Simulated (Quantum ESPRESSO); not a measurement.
Worked example: self-consistent single point of AgAu (R-3m, 2 atoms in the cell) in Quantum ESPRESSO.

Computed with PBEsol, GBRV 1.5 ultrasoft (PBESOL) pseudopotentials (plane waves; Quantum ESPRESSO).

```
AgAu
1.0
    1.45759    -0.84154     4.73064
    0.00000     1.68308     4.73064
   -1.45759    -0.84154     4.73064
Ag Au
1 1
Cartesian
  0.00000   0.00000   0.00000
  0.00000   0.00000   7.09596
```

Reference input (self-consistent single point, DFT, PBEsol, plane waves, GBRV 1.5 ultrasoft (PBESOL) pseudopotentials): ecutwfc = 40 Ry; ecutrho = 320 Ry; occupations = smearing; smearing = cold; degauss = 0.0036749 Ry; potentials = {Ag: ag_pbesol_v1.4.uspp.F.UPF, Au: au_pbesol_v1.uspp.F.UPF}; K_POINTS = automatic 14 14 14 0 0 0; conv_thr = 1e-10 Ry; mixing_beta = 0.7. This run's input differs from it in these lines:

```diff
@@ -18,4 +18,4 @@
  occupations = 'smearing'
- smearing = 'cold'
- degauss = 0.0036749
+ smearing = 'fd'
+ degauss = 0.0073499
 /
```

The program printed (abridged):

```
     Self-consistent Calculation

     iteration #  1     ecut=    40.00 Ry     beta= 0.70

---- Real-time Memory Report at c_bands before calling an iterative solver
           182 MiB given to the printing process from OS
           119 MiB allocation reported by mallinfo(arena+hblkhd)
------------------

     total energy              =    -409.90507219 Ry
     estimated scf accuracy    <       0.83624794 Ry

     iteration #  2     ecut=    40.00 Ry     beta= 0.70

---- Real-time Memory Report at c_bands before calling an iterative solver
           269 MiB given to the printing process from OS
   [... lines left out ...]

---- Real-time Memory Report at c_bands before calling an iterative solver
           271 MiB given to the printing process from OS
           134 MiB allocation reported by mallinfo(arena+hblkhd)
------------------

     total energy              =    -410.30538683 Ry
     estimated scf accuracy    <          2.4E-10 Ry

     iteration # 10     ecut=    40.00 Ry     beta= 0.70

---- Real-time Memory Report at c_bands before calling an iterative solver
           271 MiB given to the printing process from OS
           135 MiB allocation reported by mallinfo(arena+hblkhd)
------------------
     End of self-consistent calculation

     the Fermi energy is    15.8072 ev

!    total energy              =    -410.30538683 Ry
     estimated scf accuracy    <          9.7E-12 Ry
     smearing contrib. (-TS)   =      -0.00136540 Ry
     internal energy E=F+TS    =    -410.30402144 Ry

     convergence has been achieved in  10 iterations

     Forces acting on atoms (cartesian axes, Ry/au):

     atom    1 type  1   force =     0.00000000    0.00000000   -0.00000000
     atom    2 type  2   force =     0.00000000    0.00000000   -0.00000000

     Total force =     0.000000     Total SCF correction =     0.000000

          total   stress  (Ry/bohr**3)                   (kbar)     P=      -56.48
  -0.00038373  -0.00000000   0.00000000          -56.45       -0.00        0.00
  -0.00000000  -0.00038373  -0.00000000           -0.00      -56.45       -0.00
   0.00000000  -0.00000000  -0.00038445            0.00       -0.00      -56.55

   JOB DONE.
```

The run converged in 10 iterations. Against the reference run the free energy drops by 4.6 meV/atom and the pressure hardly changes (-5.68 to -5.65 GPa).

The starting cell comes from a database of computed structures (which also holds hypothetical and non-ambient phases and stackings), without a prior relaxation at this level. With a pressure of about -6 GPa the cell is away from its equilibrium volume at this level.

Cost on one core of a shared machine: roughly 2 min.
